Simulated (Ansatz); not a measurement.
For rock-salt TaC, PBEsol-D3(BJ) in Ansatz (PAW) gives:

```
Item                  Value
------------------  -------
lattice constant a  4.410 Å
bulk modulus        360 GPa
```

What does Hartree–Fock (plane waves, PAW; Ansatz, a quantum-chemistry and plane-wave program) give for the same quantities?


- lattice constant a: 4.493 Å (increases by 1.9 %)
- bulk modulus: 358 GPa (hardly moves)

For comparison: lattice constant a 4.456 Å (measured, 300 K, no zero-point or thermal correction; as tabulated in Wikipedia's data pages); bulk modulus 305 ± 5 GPa (measured, room temperature, no zero-point or thermal correction, our sources range from 305 to 345; as tabulated in Speziale et al., equation of state of TaC (DESY record 425561)).

Changes are worked out from the printed values.

Unless a cell is named, each level is at its own relaxed cell (PBEsol-D3(BJ) 10.72, Hartree–Fock 11.34 Å³/atom).

Levels without +SOC leave out spin–orbit coupling, which shifts energies and cells of such heavy elements.

Ansatz's density-functional and Hartree–Fock values are scalar-relativistic unless marked +SOC, with PAW data made under PBE.
